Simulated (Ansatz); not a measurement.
# A computed series for ZnGeP2: response to strain

The parent structure is ZnGeP$_{2}$ in the chalcopyrite structure (space group I-42d, No. 122).

```
CELL_PARAMETERS angstrom
     -2.74995     2.74995     5.42237
      2.74995    -2.74995     5.42237
      2.74995     2.74995    -5.42237
ATOMIC_POSITIONS crystal
  Zn 0.00000 0.00000 0.00000
  Zn 0.75000 0.25000 0.50000
  Ge 0.50000 0.50000 0.00000
  Ge 0.25000 0.75000 0.50000
  P  0.87500 0.87162 0.49662
  P  0.12838 0.62500 0.00338
  P  0.37500 0.37838 0.50338
  P  0.62162 0.12500 0.99662
```

Cartesian axes are those of the cell as printed.

Strains are applied to the cell and any free atomic positions relax; under biaxial strain the out-of-plane vector relaxes too.

Method: PBE (Ansatz, an electronic-structure program; PAW; 420 eV plane waves; no SOC).

Candidates:
(a) biaxial strain +1.50 %, plane normal [001], relaxed out of plane
(b) biaxial strain +3.00 %, plane normal [001], relaxed out of plane
(c) biaxial strain +2.25 %, plane normal [001], relaxed out of plane

Notes on the quantities. energy relative to the base: free energy F.

Task: Order them by energy relative to the base, lowest first.

Result: (a) biaxial strain +1.50 %, plane normal [001], relaxed out of plane (+3.5 meV/atom), (c) biaxial strain +2.25 %, plane normal [001], relaxed out of plane (+7.7 meV/atom), (b) biaxial strain +3.00 %, plane normal [001], relaxed out of plane (+13 meV/atom)

Stability against distortions was not tested.
